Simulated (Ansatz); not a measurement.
Defect: interstitial B in silicon with all lengths changed by +1 %, charge state +1. Level of theory: PBE, PAW (plane waves to 420 eV; Ansatz, a first-principles code).

Settings: 64 host sites, the strained lattice (strain from the relaxed PBE one, atoms relaxed), a 2×2×2 k-point mesh shifted by half a step, smearing 0.01 eV, spin-restricted, no image-charge correction. Static, classical nuclei. The charge state is imposed; whether it is stable for some Fermi level was not computed. Sites that were not tried may lie lower.

Barriers: single points on a 3×3×3 k-point mesh shifted by half a step at the bands' geometries.

The step: a concerted move, in which B travels most; the atom moves 1.45 Å along (0.06, 0.25, 0.06) of the unit cell; the moving atom starts with neighbours Si at 1.89, 2 Si at 1.99 Å and ends with Si at 1.89, 2 Si at 1.99 Å.

What is the computed migration barrier of this step (PBE, PAW)?

0.59 eV, the same both ways. At the saddle the moving atom has neighbours 2 Si at 1.96, Si at 2.05, Si at 2.20 Å. The saddle point's order was not checked.
